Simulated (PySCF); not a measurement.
PySCF 2.14.0, PBE0/def2-svp, df: Mo(O)2(Br)(Me) ([CH3][Mo](=[O])(=[O])[Br]), 8 atoms. The geometry is a generated start, not checked to be a minimum at this level.

```json
{
 "task": "energy",
 "method": "pbe0",
 "basis": "def2-svp",
 "two_electron_scheme": "density fitting",
 "mol.max_memory": "3000 MB",
 "mf.max_cycle": "100",
 "mf.conv_tol": "1e-09 (default)",
 "mf.grids.level": "3 (default)",
 "effective_core_potentials": "those of the basis set, past Kr",
 "basis_functions": "120",
 "grid_points": "114568"
}
```

```xyz
8

Mo     0.7664    -0.7081    -0.3352
O      1.6215     0.1838    -1.3967
O      1.3803    -1.2461     1.0741
Br    -0.6981    -2.2177    -1.3534
C     -0.5653     0.7935     0.4048
H     -0.0896     1.6279     0.9293
H     -1.2802     0.3394     1.1107
H     -1.1351     1.2273    -0.4336
```

Charge 0 and multiplicity 1 are set for this test and not shown to be the ground state.

With the defaults (mf.DIIS = CDIIS, mf.diis = true, mf.level_shift = 0, mf.diis_space = 8, mf.init_guess = minao) it converges in 14 Fock builds. One run each on 2 threads, 1 BLAS thread, with these changes:
- mf.init_guess = mod_huckel
- mf.init_guess = huckel
- mf.init_guess = 1e
- mf.diis_space = 5
- mf.init_guess = atom
- mf.diis = false
- mf.DIIS = EDIIS
- mf.level_shift = 0.1 Hartree
- mf.level_shift = 0.3 Hartree

Problem. Which of these changes keep the SCF from converging, or lead it to another solution?

Solution. No convergence: mf.DIIS = EDIIS; mf.diis = false (the run ends without SCF convergence in 100 cycles). The rest reach the solution of the defaults.

```csv
setting,Fock builds,end
the defaults,14,same solution
mf.init_guess = atom,15,same solution
mf.level_shift = 0.1 Hartree,16,same solution
mf.init_guess = huckel,17,same solution
mf.init_guess = mod_huckel,17,same solution
mf.diis_space = 5,18,same solution
mf.level_shift = 0.3 Hartree,19,same solution
mf.init_guess = 1e,21,same solution
mf.DIIS = EDIIS,101,no convergence
mf.diis = false,101,no convergence
```
